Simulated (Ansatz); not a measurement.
The starting structures come from a database of crystals and need not be the phases stable at ambient conditions.

**Evanescent states of K₃P (P6_3/mmc, not sure to be the ambient phase, 8 atoms a cell, 34.9 Å³ an atom) along the normal of (100)**

Computed with r2SCAN (plane waves, PAW; Ansatz, a program for electronic structure).

The gap is the functional's own, uncorrected, and κ follows it; spin-orbit coupling is left out. Mid-gap values are interpolated between the computed energies.

Energies count from the valence-band top; κ is the least over a 6×4 mesh across the current.

```csv
E (eV),κ (1/Å),where
0.03,0.076,off Γ
0.07,0.113,Γ
0.12,0.115,Γ
0.17,0.115,Γ
0.23,0.113,Γ
0.28,0.110,Γ
0.33,0.105,Γ
0.38,0.099,Γ
0.42,0.091,Γ
0.47,0.080,Γ
0.53,0.066,Γ
0.57,0.045,Γ
```

### Question
How thick must the barrier be to attenuate the transmission by 10^4 when the electrodes' Fermi level lies at 0.17 eV, and what attenuation does that film give at 0.38 eV?

### Answer
d = 4 ln 10 / (2 × 0.115) = 40.0 Å. At 0.38 eV it gives 4 × 0.099/0.115 = 3.4 decades.
